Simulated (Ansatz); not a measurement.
Take ZrSi2 (space group Cmcm, No. 63; a = 3.689 Å, b = 14.858 Å, c = 3.667 Å) as the base.

All numbers come from r2SCAN, PAW, 500 eV (Ansatz, a quantum-chemistry and plane-wave program; no spin-orbit coupling).

One change was made to it. Results:

```csv
quantity,base,after
density,4.87 g/cm³,5.58 g/cm³
shortest interatomic distance,2.393 Å,2.350 Å
band gap,zero,zero
```

Task: Name the change that was made.
A. pressure 9 GPa
B. pressure 2.1 GPa
C. pressure 22.5 GPa

Result: C, pressure 22.5 GPa. For comparison, the density in the other runs: pressure 9 GPa gives 5.18 g/cm³; pressure 2.1 GPa gives 4.95 g/cm³.

Load acts through the strain it causes; cell and atoms are relaxed under it. Whether these cells are dynamically stable was not tested. No other phases were tried under pressure. The final runs are not spin-polarised.
